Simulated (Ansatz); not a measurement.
# BeSe: uniaxial strain ε_zz = +3.00 %

Base system: BeSe in the zinc blende structure (space group F-43m, No. 216; a = 5.082 Å). Axes: x, y, z lie along the cube axes.

Perturbation: the cell is stretched by 3.00 % along z with no lateral relaxation; the atoms relax in the strained cell.

Level of theory: LDA, PAW, 420 eV (Ansatz, a program for electronic structure; no spin-orbit coupling). k-mesh 11×11×11 (Γ-centred); smearing 0.05 eV (Fermi–Dirac).

```csv
quantity,base,changed,shift
volume per atom,16.40 Å³,16.89 Å³,+0.49 Å³
space group,F-43m (No. 216),I-4m2 (No. 119),–
shortest interatomic distance,220.0 pm,222.3 pm,+2.22 pm
energy relative to the base (free energy F),0 meV/atom,+6.3 meV/atom,+6.3 meV/atom
"pressure (mean of the normal stresses, compression positive)",-0.01 GPa,-2.36 GPa,-2.35 GPa
band gap,2.40 eV,2.34 eV,-0.06 eV
gap character,–,"indirect, Γ → X",–
electron mass,"0.83 mₑ along k, 0.26 mₑ across (at X)","0.83 mₑ along k, 0.27 mₑ across (at X)",–
"valence-band top at Γ (three highest levels, from the VBM)","0.00, 0.00, 0.00 eV","0.00, 0.00, -0.17 eV",–
"valley order (the lowest conduction-band minima on the path, energy above the VBM, named in the base's zone)",X along ⟨100⟩ 2.40 eV,X along [010] 2.34 eV; X along [001] 2.55 eV,–
"stress (xx, yy, zz, yz, xz, xy; compression positive)",–,"(-1.53, -1.53, -4.01, 0.00, 0.00, 0.00) GPa",–
```

Cost of the whole job for the changed cell (relaxation, final SCF and bands): about 14 core-seconds (a rough figure).

Masses are band curvatures over ±0.01 Å⁻¹ around the edge. Along k means along the line from Γ to the band edge. Stability against distortions was not tested. k-point labels follow each cell's own Brillouin zone.
